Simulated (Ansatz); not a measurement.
Take ZnS in the wurtzite structure (space group P6_3mc, No. 186; a = 3.845 Å, c = 6.305 Å) as the base.

Calculations: Ansatz (a first-principles code), PBE, PAW, cutoff 420 eV, spin-orbit coupling left out.

For the base:

| Property | Value |
|---|---|
| Volume per atom | 20.18 Å³ |
| Electron mass | 0.16 mₑ along c, 0.18 mₑ across (at Γ) |

Now apply this change: cell and atoms relaxed at a pressure of 9 GPa.

### Question
What does the calculation give for the volume per atom after the change?

### Answer
The volume per atom falls by 1.987 Å³, from 20.18 Å³ to 18.20 Å³.

### Question
Predict the new electron mass.

### Answer
The electron mass changes from 0.16 mₑ along c, 0.18 mₑ across (at Γ) to 0.17 mₑ along c, 0.20 mₑ across (at Γ).

The levels and masses belong to the bands next to the band gap. Load acts through the strain it causes; cell and atoms are relaxed under it. Masses are band curvatures over ±0.01 Å⁻¹ around the edge. No phonon test of stability was made. Tetrahedral semiconductors of this kind turn to denser phases somewhere between about 1 and 50 GPa; those were not computed, so compressed cells here can lie past the real transition.
